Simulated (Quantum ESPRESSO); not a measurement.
Density of states of DyN (Fm-3m, 2 atoms in the cell).

```xyz
2
Lattice="0.0000 2.4445 2.4445 2.4445 0.0000 2.4445 2.4445 2.4445 0.0000" Properties=species:S:1:pos:R:3 pbc="T T T"
Dy     0.0000     0.0000     0.0000
N      2.4445     2.4445     2.4445
```
Moments meant for the start (each program seeds them in its own way; μB, in the order of the atoms Dy N): 5.0 0.0.

Level of theory: PBEsol, SSSP 1.1.2 efficiency (PBE) pseudopotentials (plane waves; Quantum ESPRESSO).

SCF settings: ecutwfc = 50 Ry; ecutrho = 400 Ry; occupations = smearing; smearing = cold; degauss = 0.0073499 Ry; nspin = 2; input_dft = pbesol; potentials = {Dy: Dy.GGA-PBE-paw-v1.0.UPF, N: N.pbe-n-radius_5.UPF}; K_POINTS = automatic 9 9 9 0 0 0; conv_thr = 1e-11 Ry; mixing_beta = 0.3. Keys of the DOS step: nscf.calculation = nscf; nscf.verbosity = high; nscf.nbnd = 20; nscf.startingwfc = random; nscf.diago_thr_init = 1e-06; nscf.diagonalization = cg; nscf.K_POINTS = automatic 14 14 14 0 0 0; dos.x.fildos = dos.dat; dos.x.Emin = -15 eV; dos.x.Emax = 30 eV; dos.x.DeltaE = 0.05 eV; dos.x.ngauss = 0; dos.x.degauss = 0.00735 Ry.

The starting cell comes from a database of computed structures (which also holds hypothetical and non-ambient phases and stackings), without a prior relaxation at this level. Spin-orbit coupling is off. The f electrons are in the valence without U or exact exchange, which can misplace them near the Fermi level. Spin-orbit terms, which matter for f shells, are left out.

Total DOS (both spins), as means of the tabulated values in each energy bin; the zero is the program's Fermi level or highest filled level, and the curve is cut to this window:

```tsv
E (eV)	states/eV/cell
-7.80	0.00
-7.40	0.00
-7.00	0.00
-6.60	0.00
-6.20	0.00
-5.80	0.00
-5.40	0.00
-5.00	0.09
-4.60	0.58
-4.20	3.81
-3.80	10.3
-3.40	1.87
-3.00	3.64
-2.60	2.95
-2.20	3.92
-1.80	2.68
-1.40	0.76
-1.00	0.35
-0.60	1.04
-0.20	5.25
0.20	5.04
0.60	5.93
1.00	0.53
1.40	0.36
1.80	0.40
2.20	0.55
2.60	0.63
```

Around zero the curve holds about 7.7 states/eV/cell.
